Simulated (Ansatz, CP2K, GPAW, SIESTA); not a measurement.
# Code comparison for Ga₃P (P1, 4 atoms in the cell)

Self-consistent single point, at a second geometry (atoms moved at random). First geometry:

```xyz
4
Lattice="-1.8830 1.8830 5.1931 1.8830 -1.8830 5.1931 1.8830 1.8830 -5.1931" Properties=species:S:1:pos:R:3 pbc="T T T"
Ga     0.0000     1.8830     2.5965
Ga     1.8830     0.0000     2.5965
Ga     0.0000     0.0000     5.1931
P      0.0000     0.0000     0.0000
```

Second geometry:
```
CELL_PARAMETERS angstrom
     -1.88304     1.88304     5.19306
      1.88304    -1.88304     5.19306
      1.88304     1.88304    -5.19306
ATOMIC_POSITIONS crystal
  Ga 0.74942 0.25061 0.49117
  Ga 0.24930 0.75743 0.50863
  Ga 0.51699 0.50143 0.01547
  P  0.98429 0.99053 0.98473
```

Shared settings, as Ansatz (a first-principles code) writes them: kpoints.mp_grid.grid = 8 8 8; scf.occupations.method = fermi_dirac; scf.occupations.width = 0.1 eV. Potentials and cutoffs stand in the table.

```
code                                                                                                                            model  ΔF from the first geometry (meV/atom)  pressure (GPa)  largest force (eV/Å)       cutoff
------  -----------------------------------------------------------------------------------------------------------------------------  -------------------------------------  --------------  --------------------  -----------
GPAW                                                                            PBEsol, GPAW PAW datasets PBEsol (made by gpaw-setup)                                    2.3           -3.15                 0.235       600 eV
CP2K                                                       PBEsol, GPW, DZVP-MOLOPT-SR-GTH basis, GTH-PBE potentials (GTH_POTENTIALS)                                    1.7           -2.56                 0.213  grid 600 Ry
SIESTA  GGA PBEsol, numerical atomic orbitals DZP, PseudoDojo PBEsol standard norm-conserving potentials (rewritten from UPF to PSML)                                    2.9           -1.39                 0.253  grid 350 Ry
Ansatz                                                                                                PBEsol, PAW files made with PBE                                    1.8           -3.43                 0.216      default
```

Size of the force on each atom (eV/Å): Sizes of forces hide their directions.

```tsv
code	Ga1	Ga2	Ga3	P4
GPAW	0.235	0.188	0.194	0.137
CP2K	0.213	0.183	0.197	0.116
SIESTA	0.253	0.208	0.216	0.132
Ansatz	0.216	0.169	0.157	0.109
```

No clean gap comes from GPAW, CP2K, SIESTA and Ansatz: levels at the Fermi energy touch, overlap or are partly filled at this smearing.

The spread over the programs that give each value: ΔF from the first geometry within 1.2 meV/atom; pressure within 2.04 GPa; largest force within 0.040 eV/Å.

CP2K and SIESTA use small atom-centred bases, whose incompleteness enters pressures, forces and empty levels differently from a plane-wave cutoff. Ansatz's pressure is given at a fixed set of plane waves, as the other plane-wave codes print theirs; with its correction for the finite basis it is -3.40 GPa. In the pressure, SIESTA (by 1.91) lies more than 1 GPa from the median of the plane-wave programs.

The starting cell comes from a database of computed structures (which also holds hypothetical and non-ambient phases and stackings), without a prior relaxation at this level. For this run, on top of that: atoms moved at random.

Keys are those of Ansatz 0.2.
